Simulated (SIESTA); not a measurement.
## Worked example: self-consistent single point of Mg₆ZnMo (Amm2, 8 atoms in the cell) in SIESTA

Method of the run: GGA PBEsol, numerical atomic orbitals TZP, PseudoDojo PBEsol standard norm-conserving potentials (rewritten from UPF to PSML) (SIESTA).

Input:

```
# files in the folder: Mg.psml Zn.psml Mo.psml (PseudoDojo PBEsol standard)
SystemName  Mg6ZnMo
SystemLabel Mg6ZnMo

NumberOfAtoms                8
NumberOfSpecies              3
%block ChemicalSpeciesLabel
  1 12 Mg
  2 30 Zn
  3 42 Mo
%endblock ChemicalSpeciesLabel
LatticeConstant              1.0 Ang
%block LatticeVectors
     4.846980000    0.000000000    0.000000000
     0.000000000    3.017960000    5.340070000
     0.000000000   -3.017960000    5.340070000
%endblock LatticeVectors
AtomicCoordinatesFormat      ScaledCartesian
%block AtomicCoordinatesAndAtomicSpecies
     2.423490000    1.523224771    4.473376639  1
     2.423490000   -1.523224771    4.473376639  1
     0.000000000    1.456105341    6.274155044  1
     0.000000000   -1.456105341    6.274155044  1
     0.000000000    0.000000000    3.504794742  1
     0.000000000   -0.000000000    8.797765325  1
     2.423490000    0.000000000    1.770980815  2
     2.423490000    0.000000000    7.151742148  3
%endblock AtomicCoordinatesAndAtomicSpecies

XC.functional                GGA
XC.authors                   PBEsol
PAO.BasisSize                TZP
PAO.EnergyShift              0.01 Ry
MeshCutoff                   300 Ry
%block kgrid.MonkhorstPack
    4   0   0  0.0
    0   4   0  0.0
    0   0   4  0.0
%endblock kgrid.MonkhorstPack
OccupationFunction           FD
ElectronicTemperature        100.0 meV

MaxSCFIterations             150
SCF.Mixer.Method             Broyden
SCF.Mixer.Weight             0.25
SCF.Mixer.History            6
SCF.DM.Tolerance             1.0E-04
Diag.ParallelOverK           true
WriteForces                  true
Charge.Mulliken              end
```

Output (repeated stretches shortened):

```
reinit: Reading from file input.fdf

reinit: System Name: Mg6ZnMo
reinit: System Label: Mg6ZnMo

coor:   Atomic-coordinates input format  =     Cartesian coordinates
coor:                                          (in units of alat)

siesta: Atomic coordinates (Bohr) and species
siesta:      4.57973   2.87848   8.45346  1        1
siesta:      4.57973  -2.87848   8.45346  1        2
siesta:      0.00000   2.75164  11.85643  1        3
siesta:      0.00000  -2.75164  11.85643  1        4
siesta:      0.00000   0.00000   6.62310  1        5
siesta:      0.00000  -0.00000  16.62537  1        6
siesta:      4.57973   0.00000   3.34667  2        7
siesta:      4.57973   0.00000  13.51483  3        8

siesta: System type = bulk

initatomlists: Number of atoms, orbitals, and projectors:      8   110    84

siesta: ******************** Simulation parameters ****************************
redata: Spin configuration                          = none
redata: Time-Reversal Symmetry                      = T
redata: Number of Atomic Species                    =        3
redata: Mesh Cutoff                                 =   300.0000 Ry
redata: Net charge of the system                    =     0.0000 |e|
redata: Min. number of SCF Iter                     =        0
redata: Max. number of SCF Iter                     =      150
redata: SCF convergence failure will abort job
redata: SCF mix quantity                            = Hamiltonian
redata: Mix DM or H after convergence               =   F
redata: Recompute H after scf cycle                 =   F
redata: Mix DM in first SCF step                    =   T
redata: No kicks to SCF
redata: DM Mixing Weight for Kicks                  =     0.5000
redata: Require Harris convergence for SCF          =   F
redata: Harris energy tolerance for SCF             =     0.000100 eV
redata: Require DM convergence for SCF              =   T
   [... lines left out ...]
diag: Parallel distribution                         =     1 x     1
diag: Used triangular part                          = Lower
diag: Absolute tolerance                            =  0.100E-15
diag: Orthogonalization factor                      =  0.100E-05
diag: Memory factor                                 =  1.0000

superc: Internal auxiliary supercell:     5 x     5 x     5  =     125
superc: Number of atoms, orbitals, and projectors:   1000  13750  10500

                        Single-point calculation

superc: Internal auxiliary supercell:     5 x     5 x     5  =     125
superc: Number of atoms, orbitals, and projectors:   1000  13750  10500

outcell: Unit cell vectors (Ang):
        4.846980    0.000000    0.000000
        0.000000    3.017960    5.340070
        0.000000   -3.017960    5.340070

outcell: Cell vector modules (Ang)   :    4.846980    6.133876    6.133876
outcell: Cell angles (23,13,12) (deg):     58.9462     90.0000     90.0000
outcell: Cell volume (Ang**3)        :    156.2290
new_DM -- step:     1
Initializing Density Matrix...

Attempting to read DM from file... Failed...
DM filled with atomic data:

InitMesh: MESH = 54 x 60 x 60 = 194400
InitMesh: Mesh cutoff (required, used) =   300.000   343.042 Ry

stepf: Fermi-Dirac step function
        iscf     Eharris(eV)        E_KS(eV)     FreeEng(eV)     dDmax    Ef(eV) dHmax(eV)
   scf:    1   -16312.774473   -16957.976282   -16958.186927  4.232965 -1.281294130.953100
   scf:    2   -17000.994673   -17210.117472   -17210.247835  2.445661 -2.102562 49.890425
   scf:    3   -17188.296637   -17243.024054   -17243.146581  1.269381 -3.654320 25.642459
   scf:    4   -17252.346215   -17261.140290   -17261.326879  0.571740 -2.888505 23.709942
   scf:    5   -17272.295219   -17268.655699   -17268.813099  0.566745 -3.112459  7.679805
   scf:    6   -17268.290842   -17268.972307   -17269.153425  0.212980 -3.018888  3.500476
   [... 2 lines left out ...]
   scf:    9   -17269.434281   -17269.427816   -17269.597602  0.027993 -3.130161  0.076976
   scf:   10   -17269.427537   -17269.427722   -17269.597728  0.001643 -3.129866  0.013203
   scf:   11   -17269.427658   -17269.427691   -17269.597734  0.000553 -3.130492  0.002927
   scf:   12   -17269.427687   -17269.427689   -17269.597735  0.000146 -3.130810  0.001265
   scf:   13   -17269.427696   -17269.427692   -17269.597735  0.000062 -3.130954  0.000912
SCF Convergence by DM+H criterion
max |DM_out - DM_in|         :     0.0000622369
max |H_out - H_in|      (eV) :     0.0009117045
SCF cycle converged after 13 iterations

Using DM_out to compute the final energy and forces

siesta: E_KS(eV) =           -17269.4277

siesta: E_KS - E_eggbox =    -17269.4277

siesta: Atomic forces (eV/Ang):
     1   -0.000000   -0.076805   -0.005272
     2   -0.000000    0.076805   -0.005272
     3   -0.000000    0.128271   -0.010340
     4   -0.000000   -0.128271   -0.010340
     5   -0.000000    0.000000   -0.147208
     6   -0.000000   -0.000000    0.082633
     7   -0.000000    0.000000    0.008800
     8   -0.000000   -0.000000    0.058213
   Tot   -0.000000   -0.000000   -0.028787
   Max    0.147208
   Res    0.056620    sqrt( Sum f_i^2 / 3N )
   Max    0.147208    constrained

Stress tensor Voigt[x,y,z,yz,xz,xy] (kbar):       10.04       11.39        6.72       -0.00       -0.00       -0.00
(Free)E + p*V (eV/cell)   -17270.5127
Target enthalpy (eV/cell)   -17269.5977

siesta: Program's energy decomposition (eV):
siesta: Ebs     =     -3929.216912
siesta: Eions   =     21706.815757
siesta: Ena     =      1850.018796
siesta: Ekin    =      8629.570451
siesta: Enl     =     -4023.636217
siesta: Eso     =         0.000000
siesta: Edftu   =         0.000000
siesta: DEna    =       127.015470
siesta: DUscf   =         6.226434
siesta: DUext   =         0.000000
siesta: Ex      =     -2016.662890
siesta: Ec      =      -135.143980
siesta: Exc     =     -2151.806870
siesta: Eharris =    -17269.427696
siesta: Etot    =    -17269.427692
siesta: FreeEng =    -17269.597735

siesta: Atomic forces (eV/Ang):
siesta:      1   -0.000000   -0.076805   -0.005272
siesta:      2   -0.000000    0.076805   -0.005272
siesta:      3   -0.000000    0.128271   -0.010340
siesta:      4   -0.000000   -0.128271   -0.010340
siesta:      5   -0.000000    0.000000   -0.147208
siesta:      6   -0.000000   -0.000000    0.082633
siesta:      7   -0.000000    0.000000    0.008800
siesta:      8   -0.000000   -0.000000    0.058213
siesta: ----------------------------------------
   [... lines left out ...]
siesta: Cell volume =        156.229000 Ang**3
siesta:          -9.38294140        -11.97867155  kBar
   [... lines left out ...]
               4pz     4px     3dxy    3dyz    3dz2    3dxz    3dx2-y2 3dxy
               3dyz    3dz2    3dxz    3dx2-y2 3dxy    3dyz    3dz2    3dxz
               3dx2-y2
   7 19.321   1.998   1.059  -0.737   0.503   2.007   2.006   2.007   0.329
              0.165   0.175   1.869   1.873   1.855   1.879   1.810   0.025

              0.033   0.017   0.016   0.015   0.075   0.066   0.085   0.070

              0.121

Species: Mo
Atom  Qatom  Qorb
               4s      5s      5s      5s      4py     4pz     4px     5py
               5pz     5px     4dxy    4dyz    4dz2    4dxz    4dx2-y2 4dxy
               4dyz    4dz2    4dxz    4dx2-y2 4dxy    4dyz    4dz2    4dxz
               4dx2-y2
   8 13.862   1.927   0.430  -0.489   0.807   1.995   1.989   1.989   0.297
              0.102   0.043   0.899   0.768   0.917   0.984   1.012   0.100

              0.137   0.175   0.108   0.170  -0.060  -0.005  -0.146  -0.086

             -0.201

mulliken: Qtot =       94.000

Mulliken Atomic Populations:
Atom #   charge [q] valence [e]  Species
     1    -0.074175   10.074175  Mg
     2    -0.074175   10.074175  Mg
     3    -0.072209   10.072209  Mg
     4    -0.072209   10.072209  Mg
     5    -0.346478   10.346478  Mg
     6    -0.177988   10.177988  Mg
     7     0.679148   19.320852  Zn
     8     0.138086   13.861914  Mo
 Total     0.000000
```

The run converged in 13 iterations.

The starting cell comes from a database of computed structures (which also holds hypothetical and non-ambient phases and stackings), without a prior relaxation at this level. Spin polarisation is off. Values carry the incompleteness of an atom-centred basis.

Cost on one core of a shared machine: roughly 80 s.
